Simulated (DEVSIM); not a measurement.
Device: illuminated Si p-on-n cell, one wavelength, with a back-surface field, at 400 K.

```tsv
layer (left to right)	material	thickness (μm)	Nd (cm⁻³)	Na (cm⁻³)	τn (s)	τp (s)	absorption coefficient (cm⁻¹)
1	Si	0.390	-	1.4e19	2.1e-8	2.1e-8	1500
2	Si	190	6.2e15	-	4.2e-7	4.2e-7	1500
3	Si	0.110	5.1e18	-	4.2e-7	4.2e-7	1500
```

Left contact: ohmic, minority electron recombination velocity 6e5 cm/s. Right contact: ohmic, minority hole recombination velocity 7e6 cm/s. Voltage is applied to the left contact. Recombination: SRH at mid-gap, radiative, Auger. Gap narrowing is on: ΔEg = 6.92 meV × (l + √(l² + 0.5)), l = ln(N/1.3e17 cm⁻³), shared equally by both band edges. Light enters at the left, 7.5e17 photons cm⁻² s⁻¹, one pass, no reflection. Mobility is μmin + (μ − μmin)/(1 + (N/Nref)^α).

The device is made up for the run: typed textbook-type constants, with dimensions and the other settings drawn at random. Values at 300 K; Nc and Nv go as T^1.5, mobilities as T to minus their exponent, the gap by Varshni's rule with the affinity fixed.

| parameter | Si |
|---|---|
| gap (eV) | 1.124 |
| affinity (eV) | 4.05 |
| permittivity | 11.7 |
| Nc (cm⁻³) | 2.86e19 |
| Nv (cm⁻³) | 3.1e19 |
| μn (cm²/Vs) | 1417 |
| μp (cm²/Vs) | 470 |
| μn,min | 52 |
| μp,min | 45 |
| Nref,n | 9.7e16 |
| Nref,p | 2.2e17 |
| αn | 0.68 |
| αp | 0.72 |
| T exponent of μn | 2.3 |
| T exponent of μp | 2.2 |
| B (cm³/s) | 4.7e-15 |
| Cn (cm⁶/s) | 2.8e-31 |
| Cp (cm⁶/s) | 9.9e-32 |
| Varshni α (eV/K) | 0.000473 |
| Varshni β (K) | 636 |

DEVSIM, 1D drift-diffusion, Boltzmann statistics, complete ionisation; no tunnelling, impact ionisation, image-force lowering or self-heating.

The thickness of layer 2 was swept, all else fixed.

```csv
thickness of layer 2 (μm),largest power (mW/cm²),fill factor,short-circuit current (mA/cm²),share of generated pairs collected at short circuit
38,21.3,0.69,89.5,0.747
66,21.0,0.68,88.7,0.738
110,20.9,0.68,88.6,0.737
190,20.8,0.68,88.6,0.737
320,20.7,0.68,88.6,0.737
570,20.5,0.67,88.6,0.737
950,20.2,0.66,88.6,0.737
```

From the first row to the last the largest power goes from 21.3 to 20.2. From the first row to the last the fill factor goes from 0.69 to 0.66.
